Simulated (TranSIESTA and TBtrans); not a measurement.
Run with TranSIESTA and TBtrans (open boundaries, self-consistent; PseudoDojo norm-conserving potentials, scalar-relativistic): PAO.BasisSize DZP, PAO.EnergyShift 0.15 eV, XC.Authors PBE, Mesh.Cutoff 200 Ry, ElectronicTemperature 300 K, TS.Voltage 0.0 eV, TBT.Elecs.Eta 0.001 eV, no spin polarisation.

Device: Al chain with one bond stretched by 0.6 Å. Leads: straight Al chain, spacing 2.597 Å. Geometry: as built, not relaxed. Transport runs along z; the first 6 and the last 6 of the 18 atoms are the lead cells, repeated to infinity.

```xyz
18
Lattice="9.000 0.000 0.000 0.000 9.000 0.000 0.000 0.000 47.346" Properties=species:S:1:pos:R:3 pbc="F F T"
Al     4.500     4.500     0.000
Al     4.500     4.500     2.597
Al     4.500     4.500     5.194
Al     4.500     4.500     7.791
Al     4.500     4.500    10.388
Al     4.500     4.500    12.985
Al     4.500     4.500    15.582
Al     4.500     4.500    18.179
Al     4.500     4.500    20.776
Al     4.500     4.500    23.973
Al     4.500     4.500    26.570
Al     4.500     4.500    29.167
Al     4.500     4.500    31.764
Al     4.500     4.500    34.361
Al     4.500     4.500    36.958
Al     4.500     4.500    39.555
Al     4.500     4.500    42.152
Al     4.500     4.500    44.749
```

Give the largest eigenchannel transmissions at the Fermi level (four at most) and the total.

0.79, 0.79, 0.51; total 2.08. The straight chain is held at its spacing; free chains may zigzag or dimerise. No spin-polarised start was tried, so a magnetic state, if there is one, is missed.
